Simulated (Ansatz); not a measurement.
**Carrier properties of Si under load (space group Fd-3m)**

Consider the following.

```
Si
1.0
    0.00000     2.65707     2.65707
    2.65707     0.00000     2.65707
    2.65707     2.65707     0.00000
Si
2
Cartesian
  0.00000   0.00000   0.00000
  1.32853   1.32853   1.32853
```

Method: r2SCAN with spin-orbit coupling, rigid bands (plane waves, PAW; Ansatz, an electronic-structure program). Condition of this run: hydrostatic pressure of 7.2 GPa (compression positive) (the target of the relaxation). How the cell was made: cell and atoms relaxed with PBEsol, then loaded as said.

```json
{
 "band_gap": "0.62 eV",
 "electron conductivity mass (300 K, dilute)": "0.28 mₑ",
 "hole conductivity mass (300 K, dilute)": "0.35 mₑ",
 "effective density of states N_c (300 K)": "2.8e19 cm⁻³",
 "effective density of states N_v (300 K)": "2.0e19 cm⁻³",
 "density_of_states_mass_electrons": "1.09 mₑ",
 "density_of_states_mass_holes": "0.86 mₑ",
 "Seebeck coefficient, n-type 1e19 cm⁻³, 300 K": "-306 μV/K",
 "Seebeck coefficient, p-type 1e19 cm⁻³, 300 K": "312 μV/K",
 "best p-type power factor at 300 K for τ = 10 fs (best axis; densities from 1e16 to 1e21 cm⁻³ tried, whether or not they can be reached)": "15.8 μW/(cm·K²) at 1e20 cm⁻³"
}
```

Rigid bands; masses and Seebeck coefficients take one relaxation time τ for all states and one kind of carrier; polarons and phonon drag are left out. Geometry: cell and atoms relaxed with PBEsol.
